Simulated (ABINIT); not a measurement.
A self-consistent single point of CdTe (P6_3mc, 4 atoms in the cell) with ABINIT

Method of the run: LDA (PW92), PAW (JTH v2.0 LDA PAW) (plane waves; ABINIT 10.0.3).

Input as run:

```
# CdTe, JTH v2.0 LDA PAW
pp_dirpath "./"
pseudos "Cd.LDA_PW-JTH.xml, Te.LDA_PW-JTH.xml"
acell 3*1.0
rprim
         8.7556118823   -0.0000001209    0.0000000000
        -4.3778058365    7.5825823762    0.0000000000
         0.0000000000    0.0000000000   14.3665105816
natom 4
ntypat 2
znucl 48 52
typat 1 1 2 2
xcart
         0.0000000369    2.6750198409    0.0027368748
         2.3166351563    1.3375098885    3.8039518748
         0.0000000369    2.6750198409    2.8481743752
         2.3166351563    1.3375098885    6.6493893752
      Angstrom
ecut 40 Ry
pawecutdg 80 Ry
ixc 7
occopt 1
nband 20
kptopt 1
ngkpt 6 6 3
nshiftk 1
shiftk 0 0 0
nstep 80
tolvrs 1.0e-11
diemac 4
prtwf 0
prtden 0
```

Output (repeated stretches shortened):

```
 Symmetries : space group P6_3 m c (#186); Bravais hP (primitive hexag.)

 -outvars: echo values of preprocessed input variables --------
            acell      1.0000000000E+00  1.0000000000E+00  1.0000000000E+00 Bohr
           diemac      4.00000000E+00
             ecut      2.00000000E+01 Hartree
              ixc           7
         kptrlatt        6    0    0      0    6    0      0    0    3
          kptrlen      4.30995317E+01
            natom           4
            nband          20
            ngfft          36      36      60
          ngfftdg          50      50      90
             nkpt          14
            nstep          80
             nsym          12
           ntypat           2
        pawecutdg      4.00000000E+01 Hartree
            rprim      8.7556118823E+00 -1.2090000000E-07  0.0000000000E+00
                      -4.3778058365E+00  7.5825823762E+00  0.0000000000E+00
                       0.0000000000E+00  0.0000000000E+00  1.4366510582E+01
          spgroup         186
           tolvrs      1.00000000E-11
            typat      1  1  2  2
           useylm           1
             xred      3.3333333553E-01  6.6666666886E-01  3.6000218839E-04
                       6.6666666886E-01  3.3333333553E-01  5.0036000219E-01
                       3.3333333553E-01  6.6666666886E-01  3.7464000383E-01
                       6.6666666886E-01  3.3333333553E-01  8.7464000383E-01
            znucl       48.00000   52.00000

== DATASET  1 ==================================================================

 Exchange-correlation functional for the present dataset will be:
  LDA: Perdew-Wang 92 LSD fit to Ceperley-Alder data - ixc=7
 Citation for XC functional:
  J.P.Perdew and Y.Wang, PRB 45, 13244 (1992)

 Real(R)+Recip(G) space primitive vectors, cartesian coordinates (Bohr,Bohr^-1):
 R(1)=  8.7556119 -0.0000001  0.0000000  G(1)=  0.1142125  0.0659406  0.0000000
 R(2)= -4.3778058  7.5825824  0.0000000  G(2)=  0.0000000  0.1318812  0.0000000
 R(3)=  0.0000000  0.0000000 14.3665106  G(3)=  0.0000000  0.0000000  0.0696063
 Unit cell volume ucvol=  9.5379476E+02 bohr^3
 Angles (23,13,12)=  9.00000000E+01  9.00000000E+01  1.20000000E+02 degrees

 Coarse grid specifications (used for wave-functions):

 getcut: wavevector=  0.0000  0.0000  0.0000  ngfft=  36  36  60
         ecut(hartree)=     20.000   => boxcut(ratio)=   2.04238

 Fine grid specifications (used for densities):

 getcut: wavevector=  0.0000  0.0000  0.0000  ngfft=  50  50  90
         ecut(hartree)=     40.000   => boxcut(ratio)=   2.00634

   9.63842957E+03                                ecore*ucvol(ha*bohr**3)

_setup2: Arith. and geom. avg. npw (full set) are    4075.083    4075.075

--- !BeginCycle
solver: {iscf: 17, nstep: 80, nline: 4, wfoptalg: 10, }
tolerances: {tolvrs: 1.00E-11, }
...

     iter   Etot(hartree)      deltaE(h)  residm     nres2
 ETOT  1  -111.90705139065    -1.119E+02 2.155E-01 4.727E+00
 ETOT  2  -112.28514229507    -3.781E-01 2.008E-02 2.842E+00
 ETOT  3  -112.26847875677     1.666E-02 4.361E-03 2.631E-01
 ETOT  4  -112.26799399667     4.848E-04 1.384E-03 1.273E-02
 ETOT  5  -112.26838331278    -3.893E-04 2.441E-04 2.697E-03
 ETOT  6  -112.26853670988    -1.534E-04 8.312E-05 2.852E-04
   [... 21 lines left out ...]
 ETOT 28  -112.26862736255     1.290E-11 3.808E-10 3.916E-09
 ETOT 29  -112.26862736257    -1.374E-11 2.284E-10 4.786E-09
 ETOT 30  -112.26862736254     2.733E-11 1.466E-10 9.519E-10
 ETOT 31  -112.26862736254     4.235E-12 8.862E-11 1.901E-10
 ETOT 32  -112.26862736254     1.421E-13 5.706E-11 4.351E-12

 At SCF step   32       nres2   =  4.35E-12 < tolvrs=  1.00E-11 =>converged.

 Cartesian components of stress tensor (hartree/bohr^3)
  sigma(1 1)=  9.24674390E-05  sigma(3 2)=  0.00000000E+00
  sigma(2 2)=  9.24674390E-05  sigma(3 1)=  0.00000000E+00
  sigma(3 3)=  9.34597390E-05  sigma(2 1)=  7.39569272E-14

 ----iterations are completed or convergence reached----

 reduced coordinates (array xred) for    4 atoms
       0.333333335526      0.666666668864      0.000360002188
       0.666666668859      0.333333335531      0.500360002188
       0.333333335526      0.666666668864      0.374640003825
       0.666666668859      0.333333335531      0.874640003825
 cartesian forces (eV/Angstrom) at end:
    1     -0.00000000000000    -0.00000000000000    -0.00671861711499
    2     -0.00000000000000     0.00000000000000    -0.00671861711499
    3      0.00000000000000     0.00000000000000     0.00671861711499
    4      0.00000000000000     0.00000000000000     0.00671861711499
 frms,max,avg= 3.8789954E-03 6.7186171E-03   0.000E+00  0.000E+00 -9.773E-05 e/A
 length scales=  1.000000000000  1.000000000000  1.000000000000 bohr
              =  0.529177208590  0.529177208590  0.529177208590 angstroms
 Fermi (or HOMO) energy (hartree) =  -0.11063   Average Vxc (hartree)=  -0.31530
 Eigenvalues (hartree) for nkpt=  14  k points:
 kpt#   1, nband= 20, wtk=  0.00926, kpt=  0.0000  0.0000  0.0000 (reduced coord)
  -0.51838   -0.50455   -0.41037   -0.41012   -0.41012   -0.40860   -0.40860   -0.40232
  -0.40232   -0.40111   -0.40111   -0.39035   -0.26935   -0.13832   -0.13832   -0.11334
  -0.11063   -0.11063   -0.09466   -0.05781
 prteigrs : prtvol=0 or 1, do not print more k-points.

--- !EnergyTerms
comment             : Components of total free energy in Hartree
kinetic             :  3.05124496764363E+01
hartree             :  3.21416337636888E+01
xc                  : -1.45258770240325E+01
Ewald energy        : -7.57660571541055E+01
psp_core            :  1.01053496646775E+01
local_psp           : -9.39805395898059E+01
spherical_terms     : -7.55585979070375E-01
total_energy        : -1.12268626642212E+02
total_energy_eV     : -3.05498469499625E+03
...

-Cartesian components of stress tensor (GPa)         [Pressure= -2.7302E+00 GPa]
- sigma(1 1)=  2.72048552E+00  sigma(3 2)=  0.00000000E+00
- sigma(2 2)=  2.72048552E+00  sigma(3 1)=  0.00000000E+00
- sigma(3 3)=  2.74967999E+00  sigma(2 1)=  2.17588755E-09

 Calculation completed.
```

The run converged in 32 iterations.

The starting cell comes from a database of computed structures (which also holds hypothetical and non-ambient phases and stackings), without a prior relaxation at this level.

These are the values that this program gave, and no reference: the one-centre exchange-correlation terms come from a truncated expansion.

Cost on one core of a shared machine: roughly 2 min.
